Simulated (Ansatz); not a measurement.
Convergence study of the plane-wave cutoff for Li₃Au (I4mm, 4 atoms in the cell)

```
CELL_PARAMETERS angstrom
      0.00000     3.11605     3.11605
      3.11605     0.00000     3.11605
      3.11605     3.11605     0.00000
ATOMIC_POSITIONS crystal
  Li 0.25000 0.25000 0.25000
  Li 0.75000 0.75000 0.75000
  Li 0.50802 0.50802 0.49198
  Au 0.00000 0.00000 0.00000
```

Method: PBEsol, default PAW files made with PBE (plane waves; Ansatz, a quantum-chemistry and plane-wave program).

Base settings: basis.ecutwfc = 30.9 Ry; kpoints.mp_grid.grid = 9 9 9; hamiltonian.xc = pbesol; hamiltonian.pseudopotentials = {kind: paw} (the program's default PAW files); scf.occupations.method = gaussian; scf.occupations.width = 0.0073 Ry.

The second cell is the first with its lattice scaled by 0.98.

The mesh stays at the base's, so the ladder's end is converged at best in this setting alone.

The first pressure column holds Ansatz's estimate of the finite-basis (Pulay) stress, which hides part of the cutoff error; the other is without it.

Only quantities that move along the ladder and can be compared are tabulated.

The count of work is k-points × plane waves × bands × iterations; it is no time. 

The starting cell comes from a database of computed structures (which also holds hypothetical and non-ambient phases and stackings), without a prior relaxation at this level. Its lattice was rescaled by up to half a per cent. One atom was moved a little off its site on purpose.

| basis.ecutwfc | free energy less the last step's (meV/atom) | energy of the compressed cell less the first (meV/atom) | pressure (GPa) | pressure without the Pulay estimate (GPa) | largest difference of a force vector from the last step's (eV/Å) | count of work / last |
|---|---|---|---|---|---|---|
| 10.7 Ry | 16435.13 | -73.41 | -5.73 | -535.26 | 0.027 | 0.087 |
| 12.5 Ry | 7405.62 | -12.95 | 2.30 | -299.94 | 0.034 | 0.091 |
| 14 Ry | 3628.39 | 23.19 | 2.43 | -174.20 | 0.008 | 0.10 |
| 15.4 Ry | 1800.85 | 3.97 | 0.25 | -100.24 | 0.012 | 0.11 |
| 16.9 Ry | 820.88 | 5.66 | 0.05 | -53.19 | 0.003 | 0.14 |
| 18.4 Ry | 345.13 | 10.18 | 0.48 | -26.24 | 0.006 | 0.14 |
| 21.7 Ry | 41.31 | 5.74 | -0.20 | -4.61 | 0.000 | 0.16 |
| 24.6 Ry | 4.74 | 5.67 | -0.16 | -0.79 | 0.000 | 0.19 |
| 27.9 Ry | 0.91 | 5.58 | -0.17 | -0.20 | 0.000 | 0.22 |
| 30.9 Ry | 0.70 | 5.57 | -0.17 | -0.19 | 0.000 | 0.28 |
| 33.8 Ry | 0.48 | 5.57 | -0.17 | -0.19 | 0.000 | 0.30 |
| 37.1 Ry | 0.31 | 5.57 | -0.17 | -0.18 | 0.000 | 0.33 |
| 41.5 Ry | 0.23 | 5.57 | -0.17 | -0.17 | 0.000 | 0.41 |
| 46.3 Ry | 0.18 | 5.57 | -0.17 | -0.17 | 0.000 | 0.47 |
| 54 Ry | 0.11 | 5.58 | -0.17 | -0.17 | 0.000 | 0.61 |
| 61.7 Ry | 0.05 | 5.58 | -0.17 | -0.17 | 0.000 | 0.76 |
| 74.2 Ry | 0.00 | 5.58 | -0.17 | -0.17 | 0.000 | 1.0 |

Coarsest basis.ecutwfc that holds the energy of the compressed cell less the first within 2 meV/atom of the last step, with all finer ones: 21.7 Ry, at 0.16 of the last step's count of work; the step before is off by 4.6 meV/atom.

Coarsest basis.ecutwfc that holds the pressure without the Pulay estimate within 0.1 GPa of the last step, with all finer ones: 27.9 Ry, at 0.22 of the last step's count of work; the step before is off by 0.62 GPa.

Coarsest basis.ecutwfc that holds the free energy within 1 meV/atom of the last step, with all finer ones: 27.9 Ry, at 0.22 of the last step's count of work; the step before is off by 4.7 meV/atom.

The energy difference between the two cells stays within 1 meV/atom of the last step's from 21.7 Ry on, the total only from 27.9 Ry on: much of the error is common to both cells and cancels.

At the lowest cutoff the pressure without the Pulay estimate lies 535 GPa under the last step's, the usual sign of Pulay stress in an incomplete plane-wave basis.

Keys are those of Ansatz 0.2.
